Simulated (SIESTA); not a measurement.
## A short convergence ladder for HgTe (Cmcm, 4 atoms in the cell)

```
CELL_PARAMETERS angstrom
      2.98354    -3.45653     0.00000
      2.98354     3.45653     0.00000
      0.00000     0.00000     5.78077
ATOMIC_POSITIONS crystal
  Hg 0.34305 0.65695 0.75000
  Hg 0.65695 0.34305 0.25000
  Te 0.78481 0.21519 0.75000
  Te 0.21519 0.78481 0.25000
```

Base method: LDA PW92, numerical atomic orbitals DZP, PseudoDojo LDA standard norm-conserving potentials (rewritten from UPF to PSML) run with SIESTA 5.4.2.

Base settings: XC.functional = LDA; XC.authors = PW92; potentials = PseudoDojo LDA standard; PAO.BasisSize = DZP; PAO.EnergyShift = 0.01 Ry; MeshCutoff = 300 Ry; kgrid.MonkhorstPack = 6 6 5; OccupationFunction = MP; OccupationMPOrder = 0; ElectronicTemperature = 100 meV.

**The force threshold of a relaxation**

On HgTe (Cm, 4 atoms in the cell): one atom moved by 0.15 angstrom.

In this ladder: MD.TypeOfRun = CG; MD.Steps = 40.

The mesh stays at the base's, so the ladder's end is converged at best in this setting alone.

Only quantities that move along the ladder and can be compared are tabulated.

| MD.MaxForceTol | free energy less the last step's (meV/atom) | largest force left (eV/Å) | relaxation steps |
|---|---|---|---|
| 0.2 eV/Ang | 11.98 | 0.2368 | 4 |
| 0.1 eV/Ang | 1.45 | 0.0908 | 8 |
| 0.05 eV/Ang | 0.04 | 0.0233 | 13 |
| 0.03 eV/Ang | 0.04 | 0.0233 | 13 |
| 0.02 eV/Ang | 0.02 | 0.0177 | 15 |
| 0.01 eV/Ang | 0.00 | 0.0041 | 18 |
| 0.005 eV/Ang | 0.00 | 0.0041 | 18 |
| 0.002 eV/Ang | 0.00 | 0.0020 | 23 |
| 0.001 eV/Ang | 0.00 | 0.0003 | 26 |

Coarsest MD.MaxForceTol that holds the largest force left within 0.01 eV/Å of the last step, with all finer ones: 0.01 eV/Ang; the step before is off by 0.017 eV/Å.

Coarsest MD.MaxForceTol that holds the free energy within 0.05 meV/atom of the last step, with all finer ones: 0.05 eV/Ang; the step before is off by 1.4 meV/atom.

On the base run: the starting cell comes from a database of computed structures (which also holds hypothetical and non-ambient phases and stackings), without a prior relaxation at this level. Its lattice was rescaled by up to half a per cent. Values carry the incompleteness of an atom-centred basis. In the base run, with a pressure of about -9 GPa the cell is away from its equilibrium volume at this level. The run gives no clean gap (levels at the Fermi energy touch, overlap or are partly filled at this smearing), which alone does not show that the compound is a metal.
